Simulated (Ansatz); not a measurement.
Input:

```
YN
1.0
    3.41941     0.00000     0.00000
    1.70970     2.96129     0.00000
    1.70970    -0.98710     2.80976
Y N
1 1
Cartesian
  0.00000   0.00000   0.00000
  1.70970   0.98710   1.40488
```

No spin polarisation.

Calculations: PBEsol (Ansatz, a program for electronic structure, PAW, no SOC). k-mesh 12×12×12 (Γ-centred); smearing 0.05 eV (Fermi–Dirac).

Question: Predict the in-plane stress, gap character, smallest direct gap and valence-band top at Γ.

Answer: The mean in-plane stress (compression positive) is +1.6 GPa. The gap character comes out as indirect, Γ → F. The smallest direct gap is 0.42 eV and the valence-band top at Γ (three highest levels, from the VBM) is 0.00, 0.00, -0.03 eV.

The cells carry an imposed strain or load. Stability against distortions was not tested. The cell was made from YN in the rock salt structure (space group Fm-3m, No. 225) by this change: biaxial strain −0.42 %, plane normal [111], relaxed out of plane. A zero or small gap of YN can be the functional's error rather than a property of the material.
